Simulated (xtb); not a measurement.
xtb 6.7.1, GFN1-xTB: Al(OH)2(nBu) (CCC[CH2][Al]([OH])[OH]), 18 atoms. The geometry is a generated start, not checked to be a minimum at this level.

* **run flags**: --grad
* **method**: GFN1-xTB
* **--acc**: 1 (default)
* **--etemp (K)**: 300 (default)
* **basis functions**: 56
* **valence electrons**: 42

```xyz
18

Al    -0.4376     2.2713     0.8283
O      0.5536     3.1178    -0.1773
H      1.1163     3.6241    -0.7465
O     -1.4155     2.9162     1.9834
H     -1.9367     3.3475     2.6414
C     -0.4949     0.2765     0.6287
C      0.7904    -0.3140     0.0499
C      0.6849    -1.8152    -0.2359
C     -0.1979    -2.1351    -1.4370
H     -0.7146    -0.1768     1.5986
H     -1.3354     0.0119    -0.0180
H      1.0506     0.2070    -0.8742
H      1.6086    -0.1440     0.7565
H      1.6873    -2.2100    -0.4250
H      0.2938    -2.3237     0.6489
H      0.1634    -1.6151    -2.3220
H     -1.2271    -1.8343    -1.2598
H     -0.1893    -3.2039    -1.6398
```

One run each on 1 thread. Values of broydamp tried: 0.02, 0.05, 0.1, 0.2, 0.4 (default), 0.6, 0.8, 1.

Question: Which value of broydamp needs the fewest SCC iterations, and what happens away from it?

Answer: Fewest SCC iterations, within one of each other: 0.2 with 11, 0.4 (default) with 10, 0.6 with 11. The count rises to 17 at 0.02. All converge to one solution.

| broydamp | SCC iterations | end |
|---|---|---|
| 0.02 | 17 | same solution |
| 0.05 | 15 | same solution |
| 0.1 | 14 | same solution |
| 0.2 | 11 | same solution |
| 0.4 (default) | 10 | same solution |
| 0.6 | 11 | same solution |
| 0.8 | 12 | same solution |
| 1 | 13 | same solution |
